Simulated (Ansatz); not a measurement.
Results of r²SCAN in Ansatz (plane waves, PAW) for Ir3GaC (model structure, started from the Ni3MgC type, Pm-3m, No. 221, 5 atoms in the cell).

The input as run:

Ansatz 0.2 input:
```yaml
crystal:
  lattice:
    - [4.088501138, 0.0, 0.0]
    - [0.0, 4.088501138, 0.0]
    - [0.0, 0.0, 4.088501138]
  atoms:
    - { symbol: Ga, position: [0.0, 0.0, 0.0] }
    - { symbol: Ir, position: [0.0, 0.5, 0.5] }
    - { symbol: Ir, position: [0.5, 0.0, 0.5] }
    - { symbol: Ir, position: [0.5, 0.5, 0.0] }
    - { symbol: C, position: [0.5, 0.5, 0.5] }
basis:
  ecutwfc: 560
  ecutrho_ratio: 4
  xc_grid: 3
kpoints:
  mp_grid: { grid: [14, 14, 14] }
hamiltonian:
  xc: r2scan
  dispersion: none
  pseudopotentials: { kind: paw }
scf:
  occupations: { method: fermi_dirac, width: 0.05 }
output:
  forces: true
  stress: true
  eigenvalues: true
relax:
  f_tol: 0.004
  escape_saddle: false
  max_steps: 80
```

The run printed, among other lines:

```
WARN output.stress: scf.convergence.dr2_threshold = 1e-7 eV (the SCF's general default) is looser than the 5e-10 eV advised for a printed stress (1e-10 eV for …
Relaxation: its limit of steps is 80 (relax.max_steps)
Crystal: 5 atoms, lattice volume = 68.343 Å³
Basis set: ecut = 560 eV, 2103 PW (Γ), exchange–correlation on 96×96×96 points (27 copies of the dense FFT grid, shifted against one another)
Bands: 41, of which v1, the nominal top of the filled ones, is band 34 counted from 1 (33 counted from 0)
Symmetry: 48 space group operations
Space group: Pm-3m (ITA 221), of the structure as read, at distance tolerance 4.1e-5 Å
k-points: 120 of 2744
Functional: x = r2scan, c = r2scan; τ floored in thin density (d = 2e-4 eV/Å³)
SCF iter   1: F=—  HF=-39886.242306 eV  |F-HF|=—  |Δ(HF+E_count)|=         —  Δρ=2.38e-2  dr2=3.84e-1  dr2_τ=2.82e-1
SCF iter   2: F=—  HF=-39886.271094 eV  |F-HF|=—  |Δ(HF+E_count)|=   2.88e-2  Δρ=9.46e-3  dr2=4.87e-2  dr2_τ=1.26e-2
  ...
SCF 1 converged in 8 iterations: F = -39886.269814 eV  dr2 = 3.28e-8
relax step   1: F+E_penalty+E_count = -39886.26981444 eV  Δ(F+E_penalty+E_count) = +0.000e0 eV  max|allowed force component| = 2.278e-28 eV/Å  Δτ_max = 0.0000 Å  (8 SCF iters, accepted)
Crystal: 5 atoms, lattice volume = 68.343 Å³
Initial density: handed on by an earlier stage of this run
SCF iter   1: F=—  HF=-39886.269814 eV  |F-HF|=—  |Δ(HF+E_count)|=         —  Δρ=8.31e-6  dr2=3.29e-8  dr2_τ=8.63e-9
SCF iter   2: F=-39886.269814 eV  HF=-39886.269814 eV  |F-HF|=1.29e-8  |Δ(HF+E_count)|=   1.85e-8  Δρ=5.79e-6  dr2=1.48e-8  dr2_τ=4.60e-10
SCF 2 converged in 2 iterations: F = -39886.269814 eV  dr2 = 1.48e-8
SCF converged after 2 iterations
Free energy (F): -39886.269814 eV
Internal energy: -39886.241327 eV  (E = F + TS)
E sigma→0 (E₀):  -39886.255571 eV
Fermi energy:    20.054050 eV
--- Forces (eV/Å), atoms counted from 1 ---
  atom   1  Ga     0.00000000    -0.00000000    -0.00000000
  atom   2  Ir    -0.00000000     0.00000000     0.00000000
  atom   3  Ir     0.00000000     0.00000000     0.00000000
  atom   4  Ir     0.00000000     0.00000000     0.00000000
  atom   5  C      0.00000000     0.00000000    -0.00000000
--- Stress (GPa, compression-positive) ---
       -5.210208       0.000000       0.000000
        0.000000      -5.210208       0.000000
        0.000000       0.000000      -5.210208
  P = ⅓ Tr σ = -5.2102 GPa (-52.102 kbar)
```

The cell is one volume of an energy–volume scan, off the minimum.

The PAW data were made under PBE.

Note: the run has no spin polarisation, so it can have missed a magnetic state. Note: the relaxation could raise the start's symmetry but not lower it, so the cell can be a saddle point.

Cost on a shared machine: around 70 core-seconds (rough).

A model structure was made by putting elements into a prototype or built by hand; it is no filed structure, need not be a known phase, and can be a saddle point held by its symmetry.

Ansatz is a quantum-chemistry and plane-wave program.
